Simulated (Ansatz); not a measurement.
Take GaCuSe₂ in the chalcopyrite structure (space group I-42d, No. 122; a = 5.6078 Å, c = 11.0965 Å) as the base.

It is then changed as follows: cell and atoms relaxed at a pressure of 18 GPa.

Method: r2SCAN (Ansatz, a first-principles code), spin-orbit coupling left out, earlier PAW set.

Base, band edges from the VBM (valence, conduction): M -0.91, 2.01; G -0.69, 1.68; R -0.69, 1.68; X -0.50, 1.41; Γ 0.00, 0.57; S₀ -0.58, 2.16; S -0.58, 2.16; N -0.55, 2.41; P -0.66, 1.81 eV.

### Question
Give the band edges at the high-symmetry points of the new zone, measured from its valence-band maximum.

### Answer
```csv
point,valence edge (eV),conduction edge (eV)
Γ,0.00,1.45
X,-0.74,1.89
P,-0.92,2.39
N,-0.84,3.16
M,-1.35,1.90
S,-0.86,2.21
S₀,-0.86,2.21
R,-1.00,2.21
G,-1.00,2.21
```

The gap is 1.45 eV, direct at Γ.

Load acts through the strain it causes; cell and atoms are relaxed under it. No phonon test of stability was made. Competing high-pressure phases were not computed. The final runs are not spin-polarised.
